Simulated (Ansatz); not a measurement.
Given:

```xyz
2
Lattice="0.0000 2.6320 2.6320 2.6320 0.0000 2.6320 2.6320 2.6320 0.0000" Properties=species:S:1:pos:R:3 pbc="T T T"
O      0.0000     0.0000     0.0000
Sr     2.6320     2.6320     2.6320
```

No spin polarisation.

Level of theory: DFT with PBE, PAW potentials and a 420 eV plane-wave cutoff in Ansatz (a quantum-chemistry and plane-wave program), without spin-orbit coupling. Settings: 11×11×11 k-points, 0.05 eV Fermi–Dirac smearing.

Q: What is the computed electron mass?

A: 1.2 mₑ along k, 0.42 mₑ across (at X).

Q: What band gap does the calculation give?

A: 3.34 eV.

The cells carry an imposed strain or load. Masses are band curvatures over ±0.01 Å⁻¹ around the edge. Along k means along the line from Γ to the band edge. Stability against distortions was not tested. The cell was made from SrO in the rock salt structure (space group Fm-3m, No. 225) by this change: isotropic strain +1.33 %.
